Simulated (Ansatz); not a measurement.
**CsCl-type HfRu**

Method: r²SCAN+rVV10 (Ansatz, a program for electronic structure, plane waves, PAW).

Settings: plane-wave cutoff 500 eV, 18×18×18 k mesh, Fermi–Dirac smearing 0.1 eV, no spin polarisation, scalar-relativistic PAW data made under PBE.

Cell (relaxed at this level):

```xyz
2
Lattice="3.2199 0.0000 0.0000 0.0000 3.2199 0.0000 0.0000 0.0000 3.2199" Properties=species:S:1:pos:R:3 pbc="T T T"
Hf     0.0000     0.0000     0.0000
Ru     1.6100     1.6100     1.6100
```

* **band gap**: zero (no gap)

Spin–orbit coupling is not included.

It cost around 2.0 core-minutes (rough) of CPU time.
